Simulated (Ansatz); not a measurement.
Consider WC (space group P-6m2, No. 187; a = 2.923 Å, c = 2.846 Å; relaxed with 0.1 eV smearing).

Level of theory: PBE (Ansatz, a quantum-chemistry and plane-wave program; PAW; 420 eV plane waves; no spin-orbit coupling), earlier PAW set.

For the base:

```
Property    Value
--------  -------
Pressure  0.0 GPa
```

One thing is altered: an isotropic linear strain of −3.67 %, atoms relaxed at fixed cell.

Predict the new pressure.

The pressure (mean of the normal stresses, compression positive) goes from zero to 54.9 GPa.

What happens to the energy relative to the base?

The energy rises by 174 meV/atom.

No phonon test of stability was made. The final runs are not spin-polarised.
